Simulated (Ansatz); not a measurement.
Output of an Ansatz run (abridged):

```
WARN the atoms were moved onto the symmetric positions of the space group found under crystal.symmetry.tolerance 1.0e-5 (fractional …
WARN ansatz: RAYON_NUM_THREADS=1 ignored (pool sized by the plan → 1); use --threads N
Pseudopotentials: kind: paw
Pseudopotential: Sr, paw, valence charge 10
Pseudopotential: Ta, paw, valence charge 13
Crystal: 8 atoms, lattice volume = 353.692 Å³
Basis set: ecut = 420 eV, 6939 PW (Γ), exchange–correlation on 108×108×90 points (8 copies of the dense FFT grid, shifted against one another)
Bands: 52, of which v1, the nominal top of the filled ones, is band 43 counted from 1 (42 counted from 0)
Symmetry: 24 space group operations
Space group: P63/mmc (ITA 194), of the structure as read, at distance tolerance 7.1e-5 Å
k-points: 20 of 150
Initial density: superposition of atomic densities (neutral atoms: chi_scale 0, normalization atom), corrected by the library's trained network
Initial wavefunctions: pseudopotential atomic-orbital guess
Eigensolver: davidson
Functional: x = pbe(κ = 0.804, μ = 0.2195149727645171), c = pbe(β = 0.06672455060314922)
SCF iter   1: F=—  HF=-41120.611358 eV  |F-HF|=—  |Δ(HF+E_count)|=         —  Δρ=4.49e-3  dr2=1.24e-1  ethr=1.77e-3  ⟨swp⟩=10.8  Hψ=5343  notcnv=0
all-band conjugate gradients solve this SCF's bands
preconditioner: auto → Kerker (q_TF=auto, 2.155 Å⁻¹)
SCF iter   2: F=—  HF=-41120.604751 eV  |F-HF|=—  |Δ(HF+E_count)|=   6.61e-3  S|Δr|=    0.00e0  Δρ=1.77e-3  dr2=2.72e-2  ethr=1.44e-4  ⟨swp⟩=1.3  Hψ=1216  notcnv=0
SCF iter   3: F=—  HF=-41120.604754 eV  |F-HF|=—  |Δ(HF+E_count)|=   2.71e-6  S|Δr|=    0.00e0  Δρ=7.12e-4  dr2=3.88e-3  ethr=3.17e-5  ⟨swp⟩=2.0  Hψ=1180  notcnv=0
SCF iter   4: F=—  HF=-41120.604737 eV  |F-HF|=—  |Δ(HF+E_count)|=   1.67e-5  S|Δr|=    0.00e0  Δρ=3.40e-4  dr2=8.95e-4  ethr=4.51e-6  ⟨swp⟩=1.6  Hψ=1075  notcnv=0
SCF iter   5: F=—  HF=-41120.604758 eV  |F-HF|=—  |Δ(HF+E_count)|=   2.16e-5  S|Δr|=    0.00e0  Δρ=6.86e-5  dr2=2.47e-5  ethr=1.04e-6  ⟨swp⟩=2.0  Hψ=1301  notcnv=0
SCF iter   6: F=—  HF=-41120.604997 eV  |F-HF|=—  |Δ(HF+E_count)|=   2.39e-4  S|Δr|=    0.00e0  Δρ=1.37e-5  dr2=9.68e-7  ethr=2.87e-8  ⟨swp⟩=3.4  Hψ=1750  notcnv=0
SCF iter   7: F=-41120.604997 eV  HF=-41120.604997 eV  |F-HF|=4.49e-8  |Δ(HF+E_count)|=   9.25e-8  S|Δr|=    0.00e0  Δρ=2.76e-6  dr2=6.73e-8  ethr=1.16e-10  ⟨swp⟩=11.3  Hψ=5521  notcnv=0
SCF 1 converged in 7 iterations: F = -41120.604997 eV  dr2 = 6.73e-8
SCF converged after 7 iterations
Stability not checked (fill_not_monotonic)
Free energy (F): -41120.604997 eV
Harris-Foulkes:  -41120.604997 eV  (|F-HF|=4.49e-8)
Internal energy: -41120.503747 eV  (E = F + TS)
E sigma→0 (E₀):  -41120.579685 eV
Entropy (-TS):   -0.101250 eV (-12.656 meV/atom)
Fermi energy:    6.328165 eV
Step filling:    the computed levels leave a gap of 0.0000 eV = 0.0 smearing widths
--- Per-component energies (eV) ---
  E_band       = -1250.200514
  E_kinetic    = 2170.657726
  E_local      = -6439.327881  (includes V_loc(G=0)·N_el)
  E_nonlocal   = 1242.799966
  E_hartree    = 1796.423822
  E_xc         = -1456.080764
  E_vxc        = -1352.666042  (∫ρ·V_xc dr)
  E_paw        = -32958.120753  (= ΣΔE_a)
  E_vpaw       = -464.519356  (= ΣTr[D̂ρ^β])
  E_aug_tail   = 0.000286  (compensation charges beyond the density's cutoff)
  E_ewald      = -5476.856149
  E_smearing   = -0.101250  (= −TS)
  E_closure    = -0.000000  (closes the sum)
  Σ components = -41120.604997   (vs F -41120.604997, Δ=0.00e0)
--- Forces (eV/Å), atoms counted from 1 ---
  atom   1  Sr     0.00000004    -1.10153043     0.00000000
  atom   2  Sr     0.95395335    -0.55076518     0.00000000
  atom   3  Sr     0.95395331     0.55076525     0.00000000
  atom   4  Sr    -0.00000004     1.10153043    -0.00000000
  atom   5  Sr    -0.95395335     0.55076518    -0.00000000
  atom   6  Sr    -0.95395331    -0.55076525    -0.00000000
  atom   7  Ta     0.00000000     0.00000000     0.00000000
  atom   8  Ta    -0.00000000    -0.00000000    -0.00000000
  max |Σ_I F_I| component: 3.35e-16 eV/Å
--- Stress (GPa, compression-positive) ---
       -2.884656       0.000000      -0.000000
        0.000000      -2.884656       0.000000
       -0.000000       0.000000      -2.440082
  P = ⅓ Tr σ = -2.7365 GPa (-27.365 kbar)
  The stress holds the Pulay correction. Without it, at fixed plane waves, as pw.x and ABINIT print it: P = -2.7426 GPa
--- Band table (eV; the first three rows and the last of 20) ---
  k-point 0: bands = ["-62.3667", "-62.3667", "-29.5789", "-29.5513", "-29.5513", "-29.5470", "-29.5357", "-29.5357", "-28.8090", "-28.8088", "-28.7568", "-28.7568", "-28.7567", "-28.7567", "-11.8080", "-11.7615", "-11.7258", "-11.6412", "-11.6412", [...]
  k-point 1: bands = ["-62.3667", "-62.3667", "-29.5768", "-29.5502", "-29.5502", "-29.5492", "-29.5367", "-29.5367", "-28.8089", "-28.8088", "-28.7568", "-28.7568", "-28.7567", "-28.7567", "-11.8056", "-11.7704", "-11.7010", "-11.6759", "-11.6759", [...]
  k-point 2: bands = ["-62.3667", "-62.3667", "-29.5710", "-29.5551", "-29.5474", "-29.5474", "-29.5395", "-29.5395", "-28.8088", "-28.8088", "-28.7568", "-28.7568", "-28.7568", "-28.7568", "-11.7994", "-11.7814", "-11.6971", "-11.6971", "-11.6663", [...]
  k-point 19: bands = ["-62.3667", "-62.3667", "-29.5581", "-29.5581", "-29.5486", "-29.5486", "-29.5435", "-29.5435", "-28.8088", "-28.8088", "-28.7567", "-28.7567", "-28.7567", "-28.7567", "-11.7320", "-11.7320", "-11.6856", "-11.6856", [...]
```

The structure:

```
CELL_PARAMETERS angstrom
      7.98532     0.00000     0.00000
     -3.99266     6.91549     0.00000
      0.00000     0.00000     6.40485
ATOMIC_POSITIONS crystal
  Sr 0.83920 0.67840 0.25000
  Sr 0.16080 0.83920 0.75000
  Sr 0.32160 0.16080 0.25000
  Sr 0.16080 0.32160 0.75000
  Sr 0.83920 0.16080 0.25000
  Sr 0.67840 0.83920 0.75000
  Ta 0.33333 0.66667 0.25000
  Ta 0.66667 0.33333 0.75000
```

Task: Reconstruct the input of this run.

Result: Other spellings and defaults could give the same log, and not every line can be read from it. The input that was run (DFT, PBE, plane waves, default PAW files):

Ansatz 0.2 input:
```yaml
crystal:
  lattice:
    - [7.98532500, 0.00000000, 0.00000000]
    - [-3.99266300, 6.91549400, 0.00000000]
    - [0.00000000, 0.00000000, 6.40484900]
  atoms:
    - { symbol: Sr, position: [0.83920000, 0.67840000, 0.25000000] }
    - { symbol: Sr, position: [0.16080000, 0.83920000, 0.75000000] }
    - { symbol: Sr, position: [0.32160000, 0.16080000, 0.25000000] }
    - { symbol: Sr, position: [0.16080000, 0.32160000, 0.75000000] }
    - { symbol: Sr, position: [0.83920000, 0.16080000, 0.25000000] }
    - { symbol: Sr, position: [0.67840000, 0.83920000, 0.75000000] }
    - { symbol: Ta, position: [0.33333300, 0.66666700, 0.25000000] }
    - { symbol: Ta, position: [0.66666700, 0.33333300, 0.75000000] }
basis:
  ecutwfc: 420.0
kpoints:
  mp_grid: { grid: [5, 5, 6] }
hamiltonian:
  xc: pbe
  pseudopotentials: { kind: paw }
scf:
  occupations: { method: methfessel_paxton, width: 0.2 }
output:
  forces: true
  eigenvalues: true
  stress: true
```

The starting cell was generated: these elements placed on a structure prototype, without a prior relaxation; it need not be a known phase or ordering of this composition. Spin-orbit coupling is off. Spin polarisation is off. Forces in this geometry exceed 1 eV/Å. Ansatz's pressure includes its estimate of the finite-basis (Pulay) stress.

Ansatz is a first-principles code.
